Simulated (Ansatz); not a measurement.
## CsPbCl3: energy against volume

CsPbCl3 (cubic perovskite, Pm-3m, 33.655 Å³/atom and stress up to 0.01 GPa in the relaxed cell, cube axes along x, y and z) under an equal strain ε along all three axes. LDA in Ansatz, a plane-wave DFT program (PAW, default set), 420 eV, 6×6×6 Γ-centred mesh, Fermi-Dirac smearing 0.05 eV; ions are relaxed, or left where forces stay under 0.02 eV/Å, within the symmetry of each cell.

Here V stands for volume and E for E less E0.

| volume (Å³/atom) | E less E0 (meV/atom) | pressure (GPa) |
|---|---|---|
| 31.8701 | 9.68 | 1.83 |
| 32.4579 | 4.20 | 1.17 |
| 33.0528 | 1.03 | 0.56 |
| 33.6550 | 0.00 | 0.00 |
| 34.2644 | 0.98 | -0.51 |
| 34.8812 | 3.85 | -0.97 |
| 35.5053 | 8.47 | -1.39 |
| 36.7757 | ? | ? |

Using the third-order Birch-Murnaghan form, a cubic in V^(-2/3), estimate the missing E at V = 36.7757 from the other rows, showing the fit.

With u = V^(-2/3) - 0.0960, the rows have u = 0.0034820, 0.0022773, 0.0010945, -0.0000672, -0.0012081, -0.0023289, -0.0034298. Least squares gives E = 0.003 + 101.2·u + 759105·u² + 2851824·u³. Residuals (row less fit): 0.001, -0.004, 0.003, 0.000, -0.004, 0.001, -0.001; standard error 0.004 (degrees of freedom: 3). Its minimum lies at u = -0.0000667, so V0 = (0.0959333)^(-3/2) = 33.65. There d²E/du² = 1517000 and d³E/du³ = 1.711e7, so B0 = (4/9) × 33.65^(-7/3) × 1517000 × 0.160218 = 29.5 GPa (the last factor turns the table's units into GPa), and B0' = 4 + (2/3) × 0.0959333 × (1.711e7)/1517000 = 4.7. B0' rests on the cubic coefficient alone and has a standard error of 0.1 from these residuals. At the withheld row, u = -0.0055741, so E = 0.003 + 101.2 × (-0.0055741) + 759105 × (-0.0055741)² + 2851824 × (-0.0055741)³ = 22.531 meV/atom. The calculation gives 22.51 meV/atom, 0.021 meV/atom below the prediction (0.1 % of the range of E in the table). The row lies outside the fitted rows, so this is an extrapolation. The scatter of the fitted rows lies at the last printed digit.

The primitive cell can neither tilt nor turn polar against its symmetry, as such crystals can under strain. Spin-orbit coupling is left out, which can shift these values for the heavy elements here. Other structures, which can take over under pressure, weren't tried. The same form fitted to the pressure column gives B0' = 4.7; series where the two differ by over 0.4 aren't shown. CsPbCl3 is here the ideal cubic form; the compound distorts at low or room temperature. Rows are the converged runs of the series near zero and its far end, less any whose ions stayed unrelaxed beside relaxed ones; series whose fitted rows scatter by over a few per cent of the range, as at a crossing or softening among them, aren't shown in this form.
